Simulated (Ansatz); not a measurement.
The parent structure is CdTe in the zinc blende structure (space group F-43m, No. 216; a = 6.618 Å). Axes: x, y, z lie along the cube axes.

All numbers come from DFT with PBE, PAW potentials and a 420 eV plane-wave cutoff in Ansatz (an electronic-structure program), no spin-orbit coupling.

Perturbation: every lattice vector is shortened by 2.00 %, atoms relaxed at fixed cell.

### Question
Predict the stress tensor and what it implies for the stiffness.

### Answer
Stress of the strained cell less that of the base (GPa, compression positive):
```
   2.46    0.00    0.00
   0.00    2.46    0.00
   0.00    0.00    2.46
```

Then B = −ΔP/(ΔV/V₀) with ΔV/V₀ = -0.0588 gives secant stiffness values (nonlinear terms included at this strain): B ≈ 42 GPa.

As a check, the harmonic strain energy −½ V₀ Δσ:ε is 17 meV/atom; the computed energy rise is 16 meV/atom.

Whether these cells are dynamically stable was not tested.
